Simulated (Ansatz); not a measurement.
Migration barriers of dopant-vacancy pairs in metallic hosts: PBE bands (Ansatz, a quantum-chemistry and plane-wave program, plane waves to 420 eV, PAW, climbing-image NEB) beside the CHGNet universal potential on its own band (it has no charge state). Forward barriers of single hops from the lowest site run, static nuclei, no finite-size correction. The rows are a random draw from the bands that converged and passed our checks of state and shape. Saddle orders were checked for a part of the study's bands only and are not shown. Vacancies start on their lattice site; split forms were not set up. Spin-orbit coupling is left out.

```csv
Defect,Route,"Hop (Å), direction in the unit cell","End over start, densest mesh run (eV)",Cell and PBE mesh,CHGNet k-points,PBE (eV)
"Ge-vacancy pair (Ge on Cu, Cu vacant) in fcc Cu, charge 0",Ge changes places with the vacancy (Ge-vacancy distance between ideal sites 2.57 Å throughout),"2.39 along (0.00, 0.47, 0.47)",0.00,"32 sites, 2×2×2 shifted",none,0.46
"In-vacancy pair (In on Al, Al vacant) in fcc Al, charge 0",In changes places with the vacancy (In-vacancy distance between ideal sites 2.86 Å throughout),"2.33 along (0.00, 0.41, 0.41)",0.00,"32 sites, 3×3×3 shifted",none,0.25
"V-vacancy pair (V on W, W vacant) in bcc W, charge 0",V changes places with the vacancy (V-vacancy distance between ideal sites 2.76 Å throughout),"2.73 along (0.50, 0.50, 0.49)",0.00,"36 sites, 2×2×3 shifted",none,1.23
"Sn-vacancy pair (Sn on Mo, Mo vacant) in bcc Mo, charge 0",Sn changes places with the vacancy (Sn-vacancy distance between ideal sites 2.74 Å throughout),"2.14 along (0.39, 0.39, 0.40)",0.00,"36 sites, 2×2×3 shifted",none,0.44
"In-vacancy pair (In on Cu, Cu vacant) in fcc Cu, charge 0",In changes places with the vacancy (In-vacancy distance between ideal sites 2.57 Å throughout),"2.07 along (0.00, 0.40, 0.40)",0.00,"32 sites, 2×2×2 shifted",none,0.26
"Rh-vacancy pair (Rh on Mo, Mo vacant) in bcc Mo, charge 0",Rh changes places with the vacancy (Rh-vacancy distance between ideal sites 2.74 Å throughout),"2.61 along (0.48, 0.48, 0.47)",0.00,"36 sites, 2×2×3 shifted",none,0.64
"Re-vacancy pair (Re on W, W vacant) in bcc W, charge 0",Re changes places with the vacancy (Re-vacancy distance between ideal sites 2.76 Å throughout),"2.75 along (0.50, 0.50, 0.50)",0.00,"36 sites, 2×2×3 shifted",none,1.60
"Re-vacancy pair (Re on Mo, Mo vacant) in bcc Mo, charge 0",Re changes places with the vacancy (Re-vacancy distance between ideal sites 2.74 Å throughout),"2.76 along (0.50, 0.50, 0.50)",0.00,"36 sites, 2×2×3 shifted",none,1.35
```

Task: What does CHGNet give for each row, and how does it differ from PBE over these rows?

Result: In the order of the rows: 0.34, 0.05, 0.78, 0.41, 0.26, 0.60, 0.79, 0.73 eV. Against PBE it lies higher in 0 of 8 rows and lower in 5 (differences over 0.07 eV). The mean difference is -0.28 eV (median -0.16) and the mean size 0.28 eV; the largest, -0.81 eV, is in row 7.
